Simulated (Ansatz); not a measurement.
The starting structures come from a database of crystals and need not be the phases stable at ambient conditions.

 Where the default PAW files enter, the runs use the earlier of Ansatz's two default sets.

By PBEsol, the system below comes out a metal.

Data:

```yaml
crystal:
  lattice:
    - [6.58636, 0.00000, 0.00000]
    - [0.00000, 8.32460, 0.00000]
    - [0.00000, 4.16230, 2.40311]
  atoms:
    - { symbol: Nb, position: [0.83333, 0.00000, 0.50000] }
    - { symbol: Nb, position: [0.50000, 0.50000, 0.50000] }
    - { symbol: Nb, position: [0.16667, 0.50000, 0.00000] }
    - { symbol: Si, position: [0.50000, 0.15816, 0.52553] }
    - { symbol: Si, position: [0.16667, 0.84185, 0.00000] }
    - { symbol: Si, position: [0.83333, 0.68369, 0.47447] }
    - { symbol: Si, position: [0.50000, 0.84185, 0.47447] }
    - { symbol: Si, position: [0.16667, 0.15815, 0.00000] }
    - { symbol: Si, position: [0.83333, 0.31631, 0.52553] }
```

Space group of this cell: P6_222. The cell is taken as given; by PBEsol its mean pressure is -3.1 GPa.

The current flows along the normal of the first two printed cell vectors, the (110) plane of the conventional cell. No spin-orbit coupling; the value is a mean over 0.1 eV about the Fermi level.

Problem. State the ballistic conductance per area according to PBEsol (Ansatz, a first-principles code).

Solution. 0.37 × 10¹⁵ S/m² for both spins.
